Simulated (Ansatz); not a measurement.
The structure below was relaxed with r2SCAN (Ansatz, a quantum-chemistry and plane-wave program, PAW, scalar-relativistic without spin-orbit coupling).

```yaml
crystal:
  lattice:
    - [0.00000, 2.21424, 2.21424]
    - [2.21424, 0.00000, 2.21424]
    - [2.21424, 2.21424, 0.00000]
  atoms:
    - { symbol: Cd, position: [0.00000, 0.00000, 0.00000] }
```

Find the space group and the Wyckoff positions.

Space group Fm-3m (No. 225); a = 4.428 Å, b = 4.428 Å, c = 4.428 Å, α = 90.00°, β = 90.00°, γ = 90.00°

```json
[
 {"atom": "Cd", "site": "4a", "symmetry": "m-3m", "x": "0.0000", "y": "0.0000", "z": "0.0000"}
]
```

Describe the coordination.

The crystal has 4 atoms in its conventional cell. Cell: a = b = c = 4.4285 Å, α = β = γ = 90.00°. Cd has 12 Cd at 3.131 Å (cuboctahedral). (Neighbours: up to the widest gap in distance over summed covalent radii, below 1.35, at either atom.)

Stability against distortions was not tested. The cell was made from Ag by this change: Ag → Cd; the result is a model cell, its experimental status unchecked. This is not the structure that Cd has at room temperature and ambient pressure.
